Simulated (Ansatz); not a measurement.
Results of r²SCAN+rVV10 (plane waves, PAW; Ansatz, an electronic-structure program) for ZnSnN₂ (model structure, started from the MgZrN2 type, I4₁/amd, No. 141, 8 atoms in the cell).

Run with plane-wave cutoff 560 eV, 12×12×12 k mesh, Fermi–Dirac smearing 0.01 eV, scalar-relativistic PAW data made under PBE.

Cell (relaxed at this level):

```xyz
8
Lattice="-2.1922 2.1922 4.6424 2.1922 -2.1922 4.6424 2.1922 2.1922 -4.6424" Properties=species:S:1:pos:R:3 pbc="T T T"
Zn     0.0000     0.0000     4.6424
Zn     2.1922     0.0000     2.3212
Sn     0.0000     2.1922     2.3212
Sn     0.0000     0.0000     0.0000
N      0.0000     2.1922     0.1486
N      0.0000     0.0000     7.1122
N      0.0000     0.0000     2.1727
N      0.0000     2.1922     4.4939
```

Problem. Predict the band gap.

Solution. 
- band gap: 0.50 eV (on the SCF k mesh)

Note: the relaxation could raise the start's symmetry but not lower it, so the cell can be a saddle point.

Spin–orbit coupling is not included.

The computed numbers hold no vibrational or temperature effects.

It cost roughly 13 core-minutes of CPU time.

A model structure was made by putting elements into a prototype or built by hand; it is no filed structure, need not be a known phase, and can be a saddle point held by its symmetry.
